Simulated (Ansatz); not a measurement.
Take KF in the rock salt structure (space group Fm-3m, No. 225; a = 5.307 Å) as the base.

Computed with Ansatz (a first-principles code), PBEsol, PAW, cutoff 420 eV, without spin-orbit coupling.

Strains are applied to the cell and any free atomic positions relax.

One change was made to it. Results:

```csv
quantity,base,after
mean gap deformation potential ΔEg/Δln V,–,-4.8 eV
pressure,-0.01 GPa,-2.36 GPa
```

**Question.** Which change produced these results?
A) isotropic strain +3.00 %
B) isotropic strain +1.00 %
C) isotropic strain −3.00 %
D) isotropic strain +2.50 %

**Answer.** A, isotropic strain +3.00 %. For comparison, the pressure in the other runs: isotropic strain +2.50 % gives -2.05 GPa; isotropic strain −3.00 % gives 3.79 GPa; isotropic strain +1.00 % gives -0.93 GPa.

Stability against distortions was not tested.
